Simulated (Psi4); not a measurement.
Psi4 1.11, BP86/def2-svp: Cr(NMe)2(Br)(SH) (C[N]=[Cr]([SH])([Br])=[N]C), 14 atoms. The geometry is a generated start, not checked to be a minimum at this level.

```yaml
task: energy
method: bp86
basis: def2-svp
memory: 3 GB
maxiter: 100
keys_of_the_molecule_block: symmetry c1
scf_type: df (default)
e_convergence: 1e-06 (default)
d_convergence: 1e-06 (default)
dft_radial_points: 75 (default)
dft_spherical_points: 302 (default)
basis_functions: 172
grid_points: 300396
```

```xyz
14

Cr     0.2462     0.7370     0.5884
N     -1.2467     0.0527     0.5544
C     -2.3971    -0.6565     0.2360
H     -2.1630    -1.4975    -0.4310
H     -2.8736    -1.0442     1.1455
H     -3.1130     0.0039    -0.2682
N      1.3438     0.4141    -0.5898
C      2.0553    -0.0459    -1.6869
H      2.7706    -0.8142    -1.3660
H      1.3778    -0.4869    -2.4317
H      2.6138     0.7737    -2.1547
Br    -0.0180     3.0110     0.7282
S      1.2386    -0.0964     2.4640
H      0.1654    -0.3508     3.2120
```

Charge 0 and multiplicity 1 are set for this test and not shown to be the ground state.

With the defaults (scf_initial_accelerator = adiis, diis_max_vecs = 10, damping_percentage = 0, diis = true, soscf = false, soscf_start_convergence = 0.01, guess = auto, which took SAD) it converges in 21 SCF iterations. One run each on 2 threads, with these changes:
- diis_max_vecs = 3
- scf_initial_accelerator = none, damping_percentage = 60, diis = false
- soscf = true, soscf_start_convergence = 0.1
- diis_max_vecs = 20
- damping_percentage = 60
- scf_initial_accelerator = none
- guess = modhuckel
- guess = huckel
- soscf = true

**Question.** Which of these changes keep the SCF from converging, or lead it to another solution?

**Answer.** No convergence: scf_initial_accelerator = none; diis_max_vecs = 3; damping_percentage = 60; scf_initial_accelerator = none, damping_percentage = 60, diis = false; soscf = true, soscf_start_convergence = 0.1 (the run ends without SCF convergence in 100 iterations). The rest reach the solution of the defaults.

```tsv
setting	SCF iterations	JK calls	end
guess = modhuckel	18	55	same solution
diis_max_vecs = 20	20	21	same solution
the defaults	21	22	same solution
soscf = true	24	65	same solution
guess = huckel	25	62	same solution
scf_initial_accelerator = none	100	101	no convergence
diis_max_vecs = 3	100	101	no convergence
damping_percentage = 60	100	101	no convergence
scf_initial_accelerator = none, damping_percentage = 60, diis = false	100	101	no convergence
soscf = true, soscf_start_convergence = 0.1	100	281	no convergence
```

An SOSCF iteration holds several JK calls; a Hückel guess adds calls on atoms.
